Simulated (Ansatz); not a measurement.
# Worked example: self-consistent single point of ScAl (P4mm, 2 atoms in the cell) in Ansatz

Method: PBEsol, default PAW files made with PBE (plane waves; Ansatz, a first-principles code).

The input file:

Ansatz 0.2 input:
```yaml
# ScAl
crystal:
  lattice:
    - [3.380461, 0.000000, 0.000000]
    - [0.000000, 3.380461, 0.000000]
    - [0.000000, 0.000000, 3.380461]
  atoms:
    - { symbol: Sc, position: [0.500000, 0.500000, 0.514791] }
    - { symbol: Al, position: [0.000000, 0.000000, 0.000000] }
basis:
  ecutwfc: 420.0
kpoints:
  mp_grid: { grid: [10, 10, 10] }
hamiltonian:
  xc: pbesol
  pseudopotentials: { kind: paw }
scf:
  occupations: { method: fermi_dirac, width: 0.1 }
output:
  forces: true
  eigenvalues: true
  stress: true
```

The program printed (abridged):

```
WARN ansatz: RAYON_NUM_THREADS=1 ignored (pool sized by the plan → 1); use --threads N
Pseudopotentials: kind: paw
Pseudopotential: Sc, paw, valence charge 11
Pseudopotential: Al, paw, valence charge 3
Crystal: 2 atoms, lattice volume = 38.630 Å³
Basis set: ecut = 420 eV, 739 PW (Γ), exchange–correlation on 48×48×48 points (8 copies of the dense FFT grid, shifted against one another)
Bands: 11, of which v1, the nominal top of the filled ones, is band 7 counted from 1 (6 counted from 0)
Symmetry: 8 space group operations
Space group: P4mm (ITA 99), of the structure as read, at distance tolerance 3.4e-5 Å
k-points: 126 of 1000 (time reversal used)
PAW frozen core: Sc, regenerated for the run's functional, and the local potential with it
PAW frozen core: Al, regenerated for the run's functional, and the local potential with it
Initial density: superposition of atomic densities (neutral atoms: chi_scale 0, normalization atom), corrected by the library's trained network
Initial wavefunctions: pseudopotential atomic-orbital guess
Eigensolver: davidson
Functional: x = pbesol(κ = 0.804, μ = 0.12345679012345678), c = pbesol(β = 0.046)
SCF iter   1: F=—  HF=-2636.851393 eV  |F-HF|=—  |Δ(HF+E_count)|=         —  Δρ=2.61e-3  dr2=3.99e-3  ethr=1.77e-3  ⟨swp⟩=5.0  Hψ=7343  notcnv=0
all-band conjugate gradients solve this SCF's bands
preconditioner: auto → none
SCF iter   2: F=—  HF=-2636.850271 eV  |F-HF|=—  |Δ(HF+E_count)|=   1.12e-3  Δρ=1.63e-3  dr2=1.68e-3  ethr=2.85e-5  ⟨swp⟩=1.0  Hψ=2394  notcnv=0
SCF iter   3: F=—  HF=-2636.849700 eV  |F-HF|=—  |Δ(HF+E_count)|=   5.71e-4  Δρ=3.54e-4  dr2=6.69e-5  ethr=1.20e-5  ⟨swp⟩=2.0  Hψ=1769  notcnv=0
SCF iter   4: F=—  HF=-2636.849690 eV  |F-HF|=—  |Δ(HF+E_count)|=   9.65e-6  Δρ=1.86e-4  dr2=2.19e-5  ethr=4.78e-7  ⟨swp⟩=2.1  Hψ=2232  notcnv=0
SCF iter   5: F=—  HF=-2636.849685 eV  |F-HF|=—  |Δ(HF+E_count)|=   5.35e-6  Δρ=8.36e-5  dr2=4.12e-6  ethr=1.56e-7  ⟨swp⟩=1.9  Hψ=1533  notcnv=0
SCF iter   6: F=—  HF=-2636.849683 eV  |F-HF|=—  |Δ(HF+E_count)|=   1.18e-6  Δρ=2.16e-5  dr2=2.54e-7  ethr=2.95e-8  ⟨swp⟩=2.5  Hψ=2079  notcnv=0
SCF iter   7: F=-2636.849683 eV  HF=-2636.849683 eV  |F-HF|=4.01e-9  |Δ(HF+E_count)|=   7.60e-8  Δρ=3.47e-6  dr2=4.35e-9  ethr=7.14e-10  ⟨swp⟩=4.7  Hψ=5675  notcnv=0
SCF 1 converged in 7 iterations: F = -2636.849683 eV  dr2 = 4.35e-9
SCF converged after 7 iterations
Free energy (F): -2636.849683 eV
Harris-Foulkes:  -2636.849683 eV  (|F-HF|=4.01e-9)
Internal energy: -2636.819331 eV  (E = F + TS)
E sigma→0 (E₀):  -2636.834507 eV
Entropy (-TS):   -0.030352 eV (-15.176 meV/atom)
Fermi energy:    9.430255 eV
--- Per-component energies (eV) ---
  E_band       = -152.796726
  E_kinetic    = 284.241362
  E_local      = -921.558295  (includes V_loc(G=0)·N_el)
  E_nonlocal   = 94.721107
  E_hartree    = 333.898221
  E_xc         = -142.973901
  E_vxc        = -158.023975  (∫ρ·V_xc dr)
  E_paw        = -1387.046303  (= ΣΔE_a)
  E_vpaw       = -119.971333  (= ΣTr[D̂ρ^β])
  E_aug_tail   = 0.000007  (compensation charges beyond the density's cutoff)
  E_ewald      = -898.249694
  E_core_change = 0.148164  (= ΣΔE_core)
  E_smearing   = -0.030352  (= −TS)
  E_closure    = 0.000000  (closes the sum)
  Σ components = -2636.849683   (vs F -2636.849683, Δ=0.00e0)
--- Forces (eV/Å), atoms counted from 1 ---
  atom   1  Sc     0.00000000     0.00000000    -0.23557069
  atom   2  Al    -0.00000000     0.00000000     0.23556727
  max |Σ_I F_I| component: 3.41e-6 eV/Å
--- Stress (GPa, compression-positive) ---
       -2.291859       0.000000      -0.000000
        0.000000      -2.291859       0.000000
       -0.000000       0.000000      -2.327490
  P = ⅓ Tr σ = -2.3037 GPa (-23.037 kbar)
  The stress holds the Pulay correction. Without it, at fixed plane waves, as pw.x and ABINIT print it: P = -2.3373 GPa
--- Band table (eV; the first three rows and the last of 126) ---
  k-point 0: bands = ["-39.8188", "-18.4949", "-18.4947", "-18.4947", "1.0171", "8.7746", "8.7758", "12.1147", "12.1147", "12.1173", "13.1237"]
  k-point 1: bands = ["-39.8174", "-18.5120", "-18.4932", "-18.4932", "1.1585", "8.6246", "8.8471", "11.6923", "11.6923", "12.1382", "12.7488"]
  k-point 2: bands = ["-39.8138", "-18.5564", "-18.4892", "-18.4892", "1.5744", "8.0239", "9.0467", "11.0962", "11.0962", "12.1936", "12.3683"]
  k-point 125: bands = ["-39.7769", "-18.6224", "-18.6223", "-18.6223", "6.9098", "6.9160", "6.9160", "8.9370", "12.2910", "12.2910", "12.2966"]
```

The run converged in 7 iterations.

The starting cell comes from a database of computed structures (which also holds hypothetical and non-ambient phases and stackings), without a prior relaxation at this level. Its lattice was rescaled by up to half a per cent. One atom was moved a little off its site on purpose. Ansatz's pressure includes its estimate of the finite-basis (Pulay) stress.
